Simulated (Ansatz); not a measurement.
The starting structures come from a database of crystals and need not be the phases stable at ambient conditions.

## Evanescent states of ScF3 (R32, 4 atoms a cell, 16.5 Å³ an atom) along the normal of (001)

Computed with r2SCAN (plane waves, PAW; Ansatz, a first-principles code).

No gap correction and no spin-orbit coupling; mid-gap is the computed energy nearest the middle.

Energies count from the valence-band top; κ is the least over a 6×6 mesh across the current.

```json
[
 {"E (eV)": "0.15", "κ (1/Å)": "0.336", "where": "Γ"},
 {"E (eV)": "0.47", "κ (1/Å)": "0.466", "where": "Γ"},
 {"E (eV)": "0.78", "κ (1/Å)": "0.515", "where": "Γ"},
 {"E (eV)": "1.08", "κ (1/Å)": "0.553", "where": "Γ"},
 {"E (eV)": "1.40", "κ (1/Å)": "0.582", "where": "Γ"},
 {"E (eV)": "1.71", "κ (1/Å)": "…", "where": "Γ"},
 {"E (eV)": "2.02", "κ (1/Å)": "…", "where": "Γ"},
 {"E (eV)": "2.33", "κ (1/Å)": "…", "where": "Γ"},
 {"E (eV)": "2.63", "κ (1/Å)": "…", "where": "Γ"},
 {"E (eV)": "2.94", "κ (1/Å)": "…", "where": "Γ"},
 {"E (eV)": "3.25", "κ (1/Å)": "…", "where": "Γ"},
 {"E (eV)": "3.56", "κ (1/Å)": "…", "where": "Γ"},
 {"E (eV)": "3.88", "κ (1/Å)": "…", "where": "Γ"},
 {"E (eV)": "4.18", "κ (1/Å)": "…", "where": "Γ"},
 {"E (eV)": "4.50", "κ (1/Å)": "…", "where": "Γ"},
 {"E (eV)": "4.80", "κ (1/Å)": "…", "where": "Γ"},
 {"E (eV)": "5.12", "κ (1/Å)": "…", "where": "Γ"},
 {"E (eV)": "5.42", "κ (1/Å)": "0.583", "where": "Γ"},
 {"E (eV)": "5.74", "κ (1/Å)": "0.555", "where": "Γ"},
 {"E (eV)": "6.04", "κ (1/Å)": "0.517", "where": "Γ"},
 {"E (eV)": "6.36", "κ (1/Å)": "0.455", "where": "Γ"},
 {"E (eV)": "6.67", "κ (1/Å)": "0.331", "where": "Γ"}
]
```

Task: Complete the blanks.

Result: 
- 1.71, κ (1/Å): 0.605
- 2.02, κ (1/Å): 0.623
- 2.33, κ (1/Å): 0.636
- 2.63, κ (1/Å): 0.645
- 2.94, κ (1/Å): 0.651
- 3.25, κ (1/Å): 0.653
- 3.56, κ (1/Å): 0.653
- 3.88, κ (1/Å): 0.649
- 4.18, κ (1/Å): 0.642
- 4.50, κ (1/Å): 0.633
- 4.80, κ (1/Å): 0.620
- 5.12, κ (1/Å): 0.603
